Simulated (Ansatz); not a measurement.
Hypothetical P4_2/mnm WTe2: biaxial strain +1.54 %, plane normal [001], relaxed out of plane

The parent structure is WTe2 (space group P4_2/mnm, No. 136; a = 6.596 Å, c = 3.577 Å; a hypothetical phase, not in the database extracts checked). Axes: x, y, z lie along a, b, c of the conventional cell.

The change: tensile biaxial strain of 1.54 % in the plane normal to [001], as in epitaxy on a mismatched substrate; the out-of-plane cell vector and the atoms relax.

Method: PBEsol (Ansatz, a program for electronic structure, PAW, without spin-orbit coupling). k-mesh 7×7×13 (Γ-centred); smearing 0.05 eV (Fermi–Dirac).

- Volume per atom: 26.19 Å³ (base 25.94 Å³)
- Shortest interatomic distance: 2.682 Å (base 2.658 Å)
- Band gap: zero (base zero)
- Out-of-plane strain: -2.10 % (rough)
- Mean in-plane stress (compression positive): -2.3 GPa (rough)

Final structure (turned so that z lies along the plane normal):

```xyz
6
Lattice="6.6979 0.0000 0.0000 0.0000 6.6979 0.0000 0.0000 0.0000 3.5022" Properties=species:S:1:pos:R:3 pbc="T T T"
W      3.3489     3.3489     1.7511
W      0.0000     0.0000     0.0000
Te     5.2454     5.2454     1.7511
Te     1.8965     4.8014     0.0000
Te     4.8014     1.8965     0.0000
Te     1.4525     1.4525     1.7511
```

Without a gap, meshes like the base's 7×7×13 leave anisotropic stresses uncertain by several tenths of a GPa, and small strain energies with them. Whether these cells are dynamically stable was not tested. All final runs are without spin polarisation. WTe2 has a high density of states at the Fermi level and may be magnetic at this level.
